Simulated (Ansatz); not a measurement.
## PbS under a change: Tl on a Pb site

Base system: a 16-atom supercell of PbS in the rock salt structure (space group Fm-3m, No. 225; a = 5.903 Å) at its relaxed geometry.

It is then changed as follows: one Pb atom is replaced by Tl, atoms relaxed at fixed cell, starting from a slightly rattled geometry.

Computed with PBEsol (Ansatz, a program for electronic structure, PAW, no SOC). Γ-centred 4×4×4 mesh, Fermi–Dirac width 0.01 eV.

```tsv
quantity	base	changed	shift
largest displacement of a host atom from its site in the perfect cell	–	0.04 Å	–
mean distance from the defect site to its nearest host atoms	2.95 Å	2.99 Å	+0.04 Å
```

The magnetic state is the one reached from the starting moments; the real material's order can differ, and small cells can't hold many antiferromagnetic ones. The cell is small, so the values are those of an ordered compound at a high defect concentration; dilute-limit values will differ. Seeded moments were not kept for Tl on a Pb site. The defect cell is spin-polarised and ends with 0.0 μB.
